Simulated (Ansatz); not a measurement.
The parent structure is SiC (space group P6_3mc, No. 186; a = 3.058 Å, c = 10.012 Å). Axes: x lies along a and z along c of the hexagonal cell.

Calculations: LDA, PAW, 420 eV (Ansatz, a first-principles code; no spin-orbit coupling).

Strains are applied to the cell and any free atomic positions relax.

One change was made to it. Results:

```tsv
quantity	base	after
energy relative to the base (free energy F)	0 meV/atom	+0.9 meV/atom
band gap	2.18 eV	2.11 eV
```

### Question
Which of these changes matches the shifts?
A) uniaxial strain ε_xx = −1.50 %
B) uniaxial strain ε_xx = −0.75 %
C) uniaxial strain ε_xx = −2.25 %

### Answer
B, uniaxial strain ε_xx = −0.75 %. For comparison, the band gap in the other runs: uniaxial strain ε_xx = −2.25 % gives 1.95 eV; uniaxial strain ε_xx = −1.50 % gives 2.03 eV.

No phonon test of stability was made.
